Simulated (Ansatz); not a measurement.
Reference: Cu (Fm-3m), PBEsol, rigid bands (plane waves, PAW, scalar-relativistic; Ansatz, a quantum-chemistry and plane-wave program); geometry: cell and atoms relaxed with PBEsol.

Space group Fm-3m (No. 225); a = 3.5644 Å, b = 3.5644 Å, c = 3.5644 Å, α = 90.00°, β = 90.00°, γ = 90.00°

```json
[
 {"atom": "Cu", "site": "4a", "symmetry": "m-3m", "x": "0.0000", "y": "0.0000", "z": "0.0000"}
]
```
(The calculation used a cell of 1 atom; values per cell refer to that cell.)

The density of states at the Fermi level per atom is 0.30 states/eV. The drude plasma energy comes out as 9.1 eV. The root-mean-square Fermi velocity is 10.9 ×10⁵ m/s.

### Question
Replace Cu by Ag on the same sites and relax. What happens?

### Answer
Ag (Fm-3m): volume per atom 11.3 to 16.7 Å³; density of states at the Fermi level per atom falls (0.30 states/eV to 0.26 states/eV); Drude plasma energy stays about the same (9.1 eV to 9.2 eV); root-mean-square Fermi velocity rises (10.9 ×10⁵ m/s to 14.3 ×10⁵ m/s).

### Question
Swap Cu for Au, keeping the structure type. How do these values move?

### Answer
Au (Fm-3m): volume per atom 11.3 to 17.0 Å³; density of states at the Fermi level per atom stays about the same (0.30 states/eV to 0.28 states/eV); Drude plasma energy stays about the same (9.1 eV to 8.9 eV); root-mean-square Fermi velocity rises (10.9 ×10⁵ m/s to 13.5 ×10⁵ m/s).

### Question
Replace Cu by Al on the same sites and relax. What happens?

### Answer
Al (Fm-3m): volume per atom 11.3 to 16.2 Å³; density of states at the Fermi level per atom rises (0.30 states/eV to 0.41 states/eV); Drude plasma energy rises (9.1 eV to 12.4 eV); root-mean-square Fermi velocity rises (10.9 ×10⁵ m/s to 15.4 ×10⁵ m/s).

Moves up to 12 % count as about the same. Metals at this level; values at 300 K, both spins, means over directions. As a rough test of the mesh, the Fermi surface's area from every second k point differs by up to 8 %. Spin-orbit coupling is left out.

The missing spin-orbit coupling matters most for Au (Fm-3m).
